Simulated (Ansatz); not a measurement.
## WC, pressure series

Base system: WC (space group P-6m2, No. 187; a = 2.9219 Å, c = 2.8471 Å).

Cell and atoms are relaxed at each pressure.

The values are results of plane-wave PAW DFT at the PBE level (Ansatz, a program for electronic structure, 420 eV), no SOC, not measurements.

Two rows of this table had their results exchanged by mistake.

```csv
pressure,volume per atom (Å³),shortest distance (Å),band gap
pressure −2 GPa,10.58,2.211,zero
pressure −1 GPa,10.55,2.209,zero
pressure 0.9 GPa,10.50,2.206,zero
pressure 2.1 GPa,10.47,2.203,zero
pressure 4.5 GPa,10.41,2.199,zero
pressure 9 GPa,9.99,2.170,zero
pressure 15 GPa,10.15,2.181,zero
pressure 22.5 GPa,10.29,2.191,zero
pressure 30 GPa,9.83,2.159,zero
```

Which two?

The rows for pressure 9 GPa and pressure 22.5 GPa: the volume has to fall steadily with pressure, so 10.29 Å³ belongs to pressure 9 GPa and 9.99 Å³ to pressure 22.5 GPa.

Load acts through the strain it causes; cell and atoms are relaxed under it. No phonon test of stability was made. Competing high-pressure phases were not computed. The final runs are not spin-polarised.
